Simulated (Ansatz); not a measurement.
## What isotropic strain −1.36 % does to InP

Start from InP in the zinc blende structure (space group F-43m, No. 216; a = 5.959 Å).

Now apply this change: every lattice vector is shortened by 1.36 %; the atoms relax in the strained cell.

Computed with Ansatz (an electronic-structure program), PBE, PAW, cutoff 420 eV, no SOC. k-mesh 10×10×10 (Γ-centred); smearing 0.05 eV (Fermi–Dirac).

| quantity | base | changed | shift |
|---|---|---|---|
| volume per atom | 26.46 Å³ | 25.39 Å³ | -1.065 Å³ |
| space group | F-43m (No. 216) | F-43m (No. 216) | – |
| shortest interatomic distance | 2.580 Å | 2.545 Å | -0.035 Å |
| energy relative to the base (free energy F) | 0 meV/atom | +8.6 meV/atom | +8.6 meV/atom |
| pressure | 0.00 GPa | 2.69 GPa | +2.69 GPa |
| band gap | 0.44 eV | 0.67 eV | +0.225 eV |
| gap character | direct at Γ | direct at Γ | – |
| mean gap deformation potential ΔEg/Δln V | – | -5.5 eV | – |
| width of the top valence band | 2.69 eV | 2.87 eV | +0.18 eV |
| electron mass | 0.037 mₑ (at Γ) | 0.053 mₑ (at Γ) | – |
| hole mass (degenerate bands, along [100]) | 0.037, 0.47, 0.47 mₑ (at Γ) | 0.053, 0.44, 0.44 mₑ (at Γ) | – |
| valley order (the lowest conduction-band minima on the path, energy above the VBM, named in the base's zone) | Γ 0.44 eV; L along ⟨111⟩ 1.38 eV; X along ⟨100⟩ 1.85 eV | Γ 0.67 eV; L along ⟨111⟩ 1.48 eV; X along ⟨100⟩ 1.78 eV | – |

Cost of the whole job for the changed cell (relaxation, final SCF and bands): about 14 core-seconds (a rough figure).

Effective masses come from finite differences of ±0.01 Å⁻¹. Whether these cells are dynamically stable was not tested.
